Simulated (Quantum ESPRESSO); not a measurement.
Quantum ESPRESSO 7.5, DFT, PBE, plane waves, SSSP 1.1.2 efficiency PBE: a series of growing systems, each on 64 ranks. The k mesh and basis are held over the series and aren't claimed converged, least of all for the small cells.

- task: scf
- k mesh: 2×2×1
- ecutwfc: 45 Ry
- ecutrho: 360 Ry
- occupations: smearing
- smearing: mv
- degauss: 0.02 Ry
- tprnfor: true
- tstress: false
- k-point pools (-nk): 2
- diagonalization: david (default)
- mixing_mode: plain (default)
- mixing_beta: 0.7 (default)
- mixing_ndim: 8 (default)

It runs on a single node (AMD EPYC (Zen 5), 96 cores on 1 socket, no SMT, 12 L3 cache groups; 94 cores' worth of CPU time may be used).

Each time is the median wall time of two to five repeats, run one at a time on the otherwise empty machine; start-up is included. Unless noted, each process is bound to its own block of adjacent cores. Build: conda-forge: Open MPI 5.0, OpenMP, OpenBLAS 0.3.34 (pthreads), FFTW, ScaLAPACK, ELPA. Other compilers and libraries give other times. Scratch files lie in a memory file system.

Measured:

```csv
system,conv_thr,bands,electrons,G-vectors of the density,SCF iterations,wall time,peak memory
"W(110) slab of 2 layers, 2x2, atoms displaced (W8), unrelaxed, 8 atoms",8e-09 Ry,67,112,358199,20,6.57 s,3.9 GiB
"W(110) slab of 3 layers, 2x2, atoms displaced (W12), unrelaxed, 12 atoms",1.2e-08 Ry,101,168,407625,23,15.4 s,4.4 GiB
"W(110) slab of 4 layers, 2x2, atoms displaced (W16), unrelaxed, 16 atoms",1.6e-08 Ry,134,224,456791,27,26.1 s,5.3 GiB
```

Still to run:

```tsv
system	conv_thr	bands	electrons	G-vectors of the density
W(110) slab of 6 layers, 2x2, atoms displaced (W24), unrelaxed, 24 atoms	2.4e-08 Ry	202	336	555557
W(110) slab of 8 layers, 2x2, atoms displaced (W32), unrelaxed, 32 atoms	3.2e-08 Ry	269	448	654301
```

Problem. Extrapolate to the larger systems: what do they cost?

Solution. The two largest measured give a power of ln(26.1/15.4) / ln(16/12) = 1.83 in the count of atoms; the table sets what it predicts beside the runs.

| system | time by that power | SCF iterations | wall time | peak memory |
|---|---|---|---|---|
| W(110) slab of 6 layers, 2x2, atoms displaced (W24), unrelaxed, 24 atoms | 55 s | 32 | 48.6 s | 6.1 GiB |
| W(110) slab of 8 layers, 2x2, atoms displaced (W32), unrelaxed, 32 atoms | 93 s | 39 | 92.3 s | 7.6 GiB |

From the smallest system to the largest the time grows as the power 1.9 of the count of atoms; from step to step the powers are 2.1, 1.8, 1.5, 2.2.
